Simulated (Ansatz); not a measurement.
## A computed series for hypothetical anti-perovskite Cs3AuS: pressure series

Base system: Cs3AuS in the anti-perovskite structure (space group Pm-3m, No. 221; a = 6.6775 Å; a hypothetical phase, not in the database extracts checked).

Cell and atoms are relaxed at each pressure.

Levels (all Ansatz, a first-principles code, PAW): PBE (420 eV, without spin-orbit coupling); PBEsol (420 eV, spin-orbit coupling left out).

The base cell above is that of PBE; each level relaxes its own structures.

```csv
case,"lattice parameter a, PBE","lattice parameter a, PBEsol"
pressure −1 GPa,7.050 Å,6.847 Å
pressure 0.3 GPa,6.607 Å,6.478 Å
pressure 0.7 GPa,6.526 Å,6.406 Å
pressure 1.5 GPa,6.401 Å,6.291 Å
pressure 3 GPa,6.223 Å,6.127 Å
pressure 5 GPa,6.053 Å,5.967 Å
pressure 7.5 GPa,5.896 Å,5.815 Å
pressure 10 GPa,5.772 Å,5.692 Å
```

PBE lies above PBEsol in every row, by 0.081 Å to 0.203 Å. They put the cases in the same order.

The mesh was chosen for an insulator and is coarse for the gapless case. Load acts through the strain it causes; cell and atoms are relaxed under it. Whether these cells are dynamically stable was not tested. Competing high-pressure phases were not computed. The final runs are not spin-polarised.
